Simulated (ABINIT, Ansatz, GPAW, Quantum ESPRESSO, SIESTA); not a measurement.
# Code comparison for Mo (Im-3m, 1 atom in the cell)

Self-consistent single point, at a second geometry (lattice scaled by 0.98). First geometry:

```
CELL_PARAMETERS angstrom
     -1.57500     1.57500     1.57500
      1.57500    -1.57500     1.57500
      1.57500     1.57500    -1.57500
ATOMIC_POSITIONS crystal
  Mo 0.00000 0.00000 0.00000
```

Shared settings, as Ansatz (a first-principles code) writes them: kpoints.mp_grid.grid = 10 10 10; scf.occupations.method = gaussian; scf.occupations.width = 0.0037 Ry. Potentials and cutoffs stand in the table.

| code | model | ΔF from the first geometry (meV/atom) | pressure (GPa) | cutoff |
|---|---|---|---|---|
| SIESTA | GGA PBE, numerical atomic orbitals DZP, PseudoDojo PBE standard norm-conserving potentials (rewritten from UPF to PSML) | 55.9 | 19.76 | grid 350 Ry |
| Quantum ESPRESSO | PBE, PSlibrary ultrasoft (PBE, semicore) pseudopotentials | 65.2 | 19.71 | 55 Ry |
| ABINIT | PBE, PAW (JTH v2.0 PBE PAW) | 64.3 | 20.98 | 20 Ha |
| Ansatz | PBE, default PAW files | 62.3 | 20.56 | default |
| GPAW | PBE, GPAW PAW datasets PBE (gpaw-data 1.0.1) | 59.5 | 19.91 | 600 eV |

For Quantum ESPRESSO (by 1.4 GPa) the energy change implies a higher mean pressure, against the two pressures, than for the other programs: a sign of finite-basis (Pulay) stress.

On Ansatz's run: spin polarisation is off.

The spread over the programs that give each value: ΔF from the first geometry within 9.3 meV/atom; pressure within 1.27 GPa.

SIESTA uses small atom-centred bases, whose incompleteness enters pressures, forces and empty levels differently from a plane-wave cutoff. Ansatz's pressure is given at a fixed set of plane waves, as the other plane-wave codes print theirs; with its correction for the finite basis it is 20.62 GPa.

The starting cell has typed, rounded lattice constants, without a prior relaxation at this level. For this run, on top of that: lattice scaled by 0.98.

Left out of this page: Elk and FLEUR (not drawn, or without a comparable value).

Keys are those of Ansatz 0.2.
